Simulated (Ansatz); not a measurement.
The parent structure is MgS in the rock salt structure (space group Fm-3m, No. 225; a = 5.129 Å). Axes: x, y, z lie along the cube axes.

The values are results of DFT with LDA, PAW potentials and a 420 eV plane-wave cutoff in Ansatz (an electronic-structure program), scalar-relativistic without spin-orbit coupling, not measurements.

Now apply this change: every lattice vector is stretched by 2.00 %, atoms relaxed at fixed cell.

### Question
Predict the stress tensor and what it implies for the stiffness.

### Answer
Stress of the strained cell less that of the base (GPa, compression positive):
```
  -4.38    0.00    0.00
   0.00   -4.38    0.00
   0.00    0.00   -4.38
```

Then B = −ΔP/(ΔV/V₀) with ΔV/V₀ = 0.0612 gives secant stiffness values (nonlinear terms included at this strain): B ≈ 72 GPa.

As a check, the harmonic strain energy −½ V₀ Δσ:ε is 14 meV/atom; the computed energy rise is 15 meV/atom.

Whether these cells are dynamically stable was not tested.
